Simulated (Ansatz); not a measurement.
Band structure of Mg₆NbZn (Amm2, 8 atoms in the cell).

```xyz
8
Lattice="4.9091 0.0000 0.0000 0.0000 3.0466 5.4366 0.0000 -3.0466 5.4366" Properties=species:S:1:pos:R:3 pbc="T T T"
Mg     2.4546     1.5387     4.5593
Mg     2.4546    -1.5387     4.5593
Mg     0.0000     1.4857     6.3767
Mg     0.0000    -1.4857     6.3767
Mg     0.0000     0.0000     3.5645
Mg     0.0000     0.0000     8.9766
Nb     2.4546     0.0000     7.2841
Zn     2.4546     0.0000     1.7958
```

Method: LDA (PW92), PAW files made with PBE (plane waves; Ansatz, an electronic-structure program).

Settings: kpoints.mp_grid.grid = 3 3 3; hamiltonian.xc = lda; hamiltonian.pseudopotentials = {kind: paw} (the program's default PAW files); scf.occupations.method = gaussian; scf.occupations.width = 0.05 eV; kpoints.band_path.npoints = 8.

The starting cell comes from a database of computed structures (which also holds hypothetical and non-ambient phases and stackings), without a prior relaxation at this level. Spin polarisation is off.

Levels in eV from the Fermi level, bands 39 to 46:
```csv
point,39,40,41,42,43,44,45,46
Γ,-1.68,-1.66,-1.27,-0.63,-0.27,-0.08,1.11,1.28
X,-1.08,-1.03,-0.89,0.02,0.84,0.93,0.95,1.33
S,-1.28,-0.77,-0.45,0.18,0.32,0.35,1.45,1.68
R,-1.99,-1.78,-1.68,-0.48,0.17,0.34,0.74,1.28
A,-3.32,-0.63,-0.30,-0.27,0.00,0.14,0.44,2.07
Z,-1.20,-1.17,-1.11,-0.82,-0.65,-0.21,-0.20,-0.06
Y,-1.14,-0.50,-0.21,-0.09,0.37,0.52,1.58,1.67
X1,-1.08,-1.03,-0.89,0.02,0.84,0.93,0.95,1.33
A1,-3.32,-0.63,-0.30,-0.27,0.00,0.14,0.44,2.07
T,-1.90,-1.67,-1.31,-0.21,0.17,0.33,0.81,1.65
```

Bands cross the Fermi level along this path, so the cell is metallic at this level.

Keys are those of Ansatz 0.2.
